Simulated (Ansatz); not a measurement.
**RbHgI3 in the cubic perovskite structure (space group Pm-3m, No. 221; a hypothetical phase, not in the database extracts checked)**

```cif
data_HgI3Rb
_chemical_formula_sum 'Rb1 Hg1 I3'
_space_group_name_H-M_alt 'P 1'
_space_group_IT_number 1
_cell_length_a 6.05244
_cell_length_b 6.05244
_cell_length_c 6.05244
_cell_angle_alpha 90.000
_cell_angle_beta 90.000
_cell_angle_gamma 90.000
loop_
_space_group_symop_operation_xyz
  'x, y, z'
loop_
_atom_site_label
_atom_site_type_symbol
_atom_site_fract_x
_atom_site_fract_y
_atom_site_fract_z
_atom_site_occupancy
Rb1 Rb 0.00000 0.00000 0.00000 1
Hg1 Hg 0.50000 0.50000 0.50000 1
I1 I 0.00000 0.50000 0.50000 1
I2 I 0.50000 0.50000 0.00000 1
I3 I 0.50000 0.00000 0.50000 1
```

All numbers come from PBE/PAW in Ansatz (a program for electronic structure), no spin-orbit coupling. Γ-centred 8×8×8 mesh, Fermi–Dirac width 0.05 eV.

The volume per atom comes out as 44.34 Å³ and the density is 4.99 g/cm³. The band gap comes out as zero and the total energy is -7924.618 eV/atom (σ→0; compares only within this code and set-up).

Whether these cells are dynamically stable was not tested. The final runs are not spin-polarised. Many cubic perovskites are stable only at high temperature; tilts and polar distortions were not tested. The zero or small gap of RbHgI3 can change with the level of theory.
